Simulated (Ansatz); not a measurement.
The reference is BAs in the zinc blende structure (space group F-43m, No. 216; a = 4.768 Å).

Now apply this change: a negative pressure, −2 GPa.

Levels (all Ansatz, a quantum-chemistry and plane-wave program, PAW): PBEsol (420 eV, no spin-orbit coupling); r2SCAN (500 eV, no spin-orbit coupling).

The geometry is relaxed with PBEsol.

| Property | Value |
|---|---|
| PBEsol lowest conduction level above the VBM at special points | X 1.33 eV; K 1.95 eV; U 1.95 eV; L 2.59 eV |
| PBEsol width of the top valence band | 5.19 eV |
| PBEsol pressure | -1.99 GPa |
| PBEsol smallest direct gap | 3.23 eV |

Predict the lowest conduction level above the VBM at special points, width of the top valence band, pressure and smallest direct gap from r2SCAN.

The lowest conduction level above the VBM at special points goes from X 1.33 eV; K 1.95 eV; U 1.95 eV; L 2.59 eV to X 1.62 eV; K 2.29 eV; U 2.29 eV; L 2.91 eV; the width of the top valence band rises by 0.195 eV, from 5.19 eV to 5.38 eV; the pressure goes up by 1.35 GPa (-1.99 GPa → -0.64 GPa); the smallest direct gap increases by 0.20 eV (3.23 eV → 3.43 eV).

Single points use the geometry relaxed with PBEsol. Their cutoffs differ, which shifts pressures a little. Load acts through the strain it causes; cell and atoms are relaxed under it. Whether these cells are dynamically stable was not tested.
